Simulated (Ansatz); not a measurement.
# GaSb under a change: holes 1.0×10^21 cm⁻³

Base system: GaSb in the zinc blende structure (space group F-43m, No. 216; a = 6.134 Å).

It is then changed as follows: 0.0577 holes added to each cell, a density of 1.0×10^21 cm⁻³, with a uniform compensating background at fixed cell and a 300 K Fermi–Dirac width.

The values are results of Ansatz (a program for electronic structure) r2SCAN, scalar-relativistic without spin-orbit coupling, earlier PAW set, not measurements. Settings: 21×21×21 k-points, 0.0259 eV Fermi–Dirac smearing.

The gap between the host's bands is still 0.41 eV and the gap character remains direct at Γ. The valley order (the lowest conduction-band minima on the path, energy above the VBM, named in the base's zone) goes from Γ 0.41 eV; L along ⟨111⟩ 0.68 eV; a point along ⟨100⟩, about 0.9 Å⁻¹ from Γ 1.10 eV to Γ 0.41 eV; L along ⟨111⟩ 0.70 eV; a point along ⟨100⟩, about 0.9 Å⁻¹ from Γ 1.13 eV and the Fermi level relative to the doped band's edge (positive inside the band; to 0.05 eV) comes out as +0.35 eV.

Final structure:

```yaml
crystal:
  lattice:
    - [0.00000, 3.06677, 3.06677]
    - [3.06677, 0.00000, 3.06677]
    - [3.06677, 3.06677, 0.00000]
  atoms:
    - { symbol: Sb, position: [0.75000, 0.75000, 0.75000] }
    - { symbol: Ga, position: [0.00000, 0.00000, 0.00000] }
```
Cell charge +0.057686.

Charged cell with a jellium background: band edges are those of the host's band count, energies are not comparable with the neutral cell, and many-body gap narrowing is missing. With Sb present, leaving out spin-orbit coupling can change the band edges. No phonon test of stability was made.
